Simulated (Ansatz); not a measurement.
# CdSe: biaxial strain +0.36 %, plane normal [111], relaxed out of plane

The parent structure is CdSe in the zinc blende structure (space group F-43m, No. 216; a = 6.133 Å). Axes: x, y, z lie along the cube axes.

It is then changed as follows: biaxial strain +0.36 %, plane normal [111], relaxed out of plane (Cartesian); in-plane vectors clamped, the third vector and the atoms free.

Computed with Ansatz (a program for electronic structure), r2SCAN, PAW, cutoff 500 eV, scalar-relativistic without spin-orbit coupling. Γ-centred 9×9×9 mesh, Fermi–Dirac width 0.05 eV.

The volume per atom goes up by 0.12 Å³ (28.84 Å³ → 28.96 Å³) and the space group changes from F-43m (No. 216) to R3m (No. 160). The shortest interatomic distance is nearly the same (2.656 Å against 2.657 Å) and the energy stays essentially unchanged. The band gap falls by 0.03 eV to 1.01 eV and the gap character remains direct at Γ. The electron mass is still 0.093 mₑ (at Γ) and the valence-band top at Γ (three highest levels, from the VBM) goes from 0.00, 0.00, 0.00 eV to 0.00, -0.03, -0.03 eV. The out-of-plane strain is -0.32 % and the mean in-plane stress (compression positive) is -0.3 GPa.

Final structure (turned so that z lies along the plane normal):

```
CdSe
1.0
    4.35249     0.00000     0.00000
    2.17625     3.76937     0.00000
    2.17625    -1.25646     3.52986
Se Cd
1 1
Direct
  0.50095   0.74953   0.24858
  0.99905   0.00047   0.00142
```

Effective masses come from finite differences of ±0.01 Å⁻¹. Whether these cells are dynamically stable was not tested. Labels are those of the standard path for the cell's own space group.
